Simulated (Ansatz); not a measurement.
## Effect of pressure 9 GPa on TiC

Start from TiC in the rock salt structure (space group Fm-3m, No. 225; a = 4.3278 Å).

Modification: a hydrostatic pressure of 9 GPa.

The values are results of r2SCAN (Ansatz, an electronic-structure program; PAW; 500 eV plane waves; without spin-orbit coupling), not measurements. Settings: 18×18×18 k-points, 0.05 eV Fermi–Dirac smearing.

The volume per atom decreases by 0.32 Å³ (10.13 Å³ → 9.81 Å³) and the lattice parameter a decreases by 0.087 bohr to 8.091 bohr. The shortest interatomic distance drops by 0.0436 bohr, from 4.089 bohr to 4.046 bohr and the enthalpy H = E + PV relative to the base's energy amounts to +0.56 eV/atom. The band gap is still zero.

Cost of the whole job for the changed cell (relaxation, final SCF and bands): around 15 core-seconds (rough).

Load acts through the strain it causes; cell and atoms are relaxed under it. No phonon test of stability was made. Competing high-pressure phases were not computed. The final runs are not spin-polarised.
